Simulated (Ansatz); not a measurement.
Start from GaN in the wurtzite structure (space group P6_3mc, No. 186).

```
CELL_PARAMETERS angstrom
      3.18261     0.00000     0.00000
     -1.59131     2.75622     0.00000
      0.00000     0.00000     5.18530
ATOMIC_POSITIONS crystal
  Ga 0.66667 0.33333 0.00091
  Ga 0.33333 0.66667 0.50091
  N  0.66667 0.33333 0.62429
  N  0.33333 0.66667 0.12429
```

The values are results of PBEsol, PAW, 420 eV (Ansatz, a program for electronic structure; scalar-relativistic without spin-orbit coupling), not measurements.

One change was made to it. Results:

The electron mass changes from 0.16 mₑ along c, 0.17 mₑ across (at Γ) to 0.24 mₑ along c, 0.28 mₑ across (at Γ); the band gap grows by 1.318 eV (1.88 eV → 3.19 eV); the gap character is still direct at Γ; the valence-band top at Γ (three highest levels, from the VBM) changes from 0.00, 0.00, -0.04 eV to 0.00, 0.00, -0.11 eV; the width of the top valence band increases by 0.73 eV, from 2.82 eV to 3.55 eV.

Q: Which of these changes matches the shifts?
A) pressure 30 GPa
B) pressure 18 GPa
C) pressure 1.8 GPa
D) pressure 60 GPa

A: D, pressure 60 GPa. For comparison, the band gap in the other runs: pressure 18 GPa gives 2.40 eV; pressure 30 GPa gives 2.67 eV; pressure 1.8 GPa gives 1.94 eV.

Load acts through the strain it causes; cell and atoms are relaxed under it. Masses are band curvatures over ±0.01 Å⁻¹ around the edge. Whether these cells are dynamically stable was not tested. Measured, GaN leaves this structure (for rock salt) near 47 GPa (temperature not stated; as listed in Datta, Sujoy, Jana, Debnarayan, arXiv (2020)), on rising pressure, with hysteresis.
